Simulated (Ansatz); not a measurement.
Input and output of a self-consistent single point for Ba₆Mg₇F₂₆ (Immm, 39 atoms in the cell) (Ansatz, a first-principles code).

Level of theory: PBEsol (plane waves, PAW; Ansatz).

```yaml
crystal:
  lattice:
    - [-2.91890, 6.07035, 7.54070]
    - [2.91890, -6.07035, 7.54070]
    - [2.91890, 6.07035, -7.54070]
  atoms:
    - { symbol: Ba, position: [0.64660, 0.14660, 0.50000] }
    - { symbol: Ba, position: [0.35340, 0.85340, 0.50000] }
    - { symbol: Ba, position: [0.38855, 0.64865, 0.73990] }
    - { symbol: Ba, position: [0.61145, 0.35135, 0.26010] }
    - { symbol: Ba, position: [0.90875, 0.64865, 0.26010] }
    - { symbol: Ba, position: [0.09125, 0.35135, 0.73990] }
    - { symbol: Mg, position: [0.00000, 0.25300, 0.25300] }
    - { symbol: Mg, position: [0.00000, 0.74700, 0.74700] }
    - { symbol: Mg, position: [0.26757, 0.00000, 0.26757] }
    - { symbol: Mg, position: [0.73243, 0.00000, 0.73243] }
    - { symbol: Mg, position: [0.22056, 0.22056, 0.00000] }
    - { symbol: Mg, position: [0.77944, 0.77944, 0.00000] }
    - { symbol: Mg, position: [0.50000, 0.50000, 0.00000] }
    - { symbol: F, position: [0.12891, 0.01067, 0.65514] }
    - { symbol: F, position: [0.87109, 0.98933, 0.34486] }
    - { symbol: F, position: [0.35553, 0.47377, 0.34486] }
    - { symbol: F, position: [0.64447, 0.52623, 0.65514] }
    - { symbol: F, position: [0.87109, 0.52623, 0.88176] }
    - { symbol: F, position: [0.12891, 0.47377, 0.11824] }
    - { symbol: F, position: [0.64447, 0.98933, 0.11824] }
    - { symbol: F, position: [0.35553, 0.01067, 0.88176] }
    - { symbol: F, position: [0.61243, 0.74933, 0.36176] }
    - { symbol: F, position: [0.38757, 0.25067, 0.63824] }
    - { symbol: F, position: [0.38757, 0.74933, 0.13690] }
    - { symbol: F, position: [0.61243, 0.25067, 0.86310] }
    - { symbol: F, position: [0.83694, 0.74429, 0.58123] }
    - { symbol: F, position: [0.16306, 0.25571, 0.41877] }
    - { symbol: F, position: [0.16306, 0.74429, 0.90735] }
    - { symbol: F, position: [0.83694, 0.25571, 0.09265] }
    - { symbol: F, position: [0.91097, 0.91097, 0.00000] }
    - { symbol: F, position: [0.08903, 0.08903, 0.00000] }
    - { symbol: F, position: [0.62982, 0.62982, 0.00000] }
    - { symbol: F, position: [0.37018, 0.37018, 0.00000] }
    - { symbol: F, position: [0.91156, 0.41156, 0.50000] }
    - { symbol: F, position: [0.08844, 0.58844, 0.50000] }
    - { symbol: F, position: [0.84720, 0.12713, 0.72007] }
    - { symbol: F, position: [0.15280, 0.87287, 0.27993] }
    - { symbol: F, position: [0.40706, 0.12713, 0.27993] }
    - { symbol: F, position: [0.59294, 0.87287, 0.72007] }
```

Reference input (self-consistent single point, DFT, PBEsol, plane waves, default PAW files made with PBE): kpoints.mp_grid.grid = 3 3 3; hamiltonian.xc = pbesol; hamiltonian.pseudopotentials = {kind: paw} (the program's default PAW files); scf.occupations.method = fixed. This run's input differs from it in these lines:

```diff
@@ -53,2 +53,3 @@
   occupations: { method: fixed }
+  mixing: { preconditioner: ldos }
 output:
```

Log, with long lists cut:

```
Error: inconsistent input (scf.mixing.preconditioner, scf.occupations.method): ldos needs the smeared local DOS at the Fermi level to build its model. With no smearing kernel (method: fixed, a smearing width below the step floor, tetrahedron integration, or explicit occupations) the LDOS field is never tabulated. Use a smearing scheme with a finite width, or preconditioner: auto
```

The program stopped before any SCF iteration. 

The starting cell comes from a database of computed structures (which also holds hypothetical and non-ambient phases and stackings), without a prior relaxation at this level.

Keys are those of Ansatz 0.2.
